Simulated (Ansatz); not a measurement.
ZnS (model structure, started from the BN type, Pm-3n, No. 223, 12 atoms in the cell), treated with PBEsol in Ansatz (PAW).

Run with plane-wave cutoff 520 eV, 6×6×6 k mesh, Fermi–Dirac smearing 0.01 eV, scalar-relativistic PAW data made under PBE.

Cell (relaxed at this level):

ZnS is modelled in the cubic space group Pm-3n (No. 223), Pearson symbol cP12. Lattice parameters: a = 6.601 Å, b = 6.601 Å, c = 6.601 Å, α = 90.00°, β = 90.00°, γ = 90.00°. Zn on 6c sees 4 S at 2.334 Å. S on 6d has 4 Zn at 2.334 Å. (Neighbours: up to the widest gap in distance over summed covalent radii, below 1.35, at either atom; cation-cation and far metal-metal contacts left out.)

Problem. Give the computed band gap.

Solution. 
- band gap = 2.06 eV (on the SCF k mesh)

Note: the relaxation could raise the start's symmetry but not lower it, so the cell can be a saddle point.

A model structure was made by putting elements into a prototype or built by hand; it is no filed structure, need not be a known phase, and can be a saddle point held by its symmetry.

Ansatz is a program for electronic structure.
